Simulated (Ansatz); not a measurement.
# How the band gap of Si₃N₄ (model structure, from the spinel Si type, Fd-3m, No. 227) moves with the method

No measured value is used here.

Question: Put these levels in order of the band gap that they give for Si₃N₄ (model structure, from the spinel Si type, Fd-3m, No. 227), smallest first: G0W0@PBEsol (Ansatz, a quantum-chemistry and plane-wave program), HSE06 (Ansatz), LDA (Ansatz), PBE0 (Ansatz).

Answer: LDA (3.28 eV), HSE06 (4.73 eV), G0W0@PBEsol (5.18 eV), PBE0 (5.48 eV)

Computed values are for a static lattice.  A ± on a computed value is a rough bar: the spread of its extrapolation, a floor set from checks against published values, or a statistical error. Values are at the PBEsol cell. Cutoffs and k meshes differ between the levels. Ansatz's density-functional and Hartree–Fock values are scalar-relativistic unless marked +SOC, with PAW data made under PBE.

A model structure was made by putting elements into a prototype or built by hand; it is no filed structure, need not be a known phase, and can be a saddle point held by its symmetry.
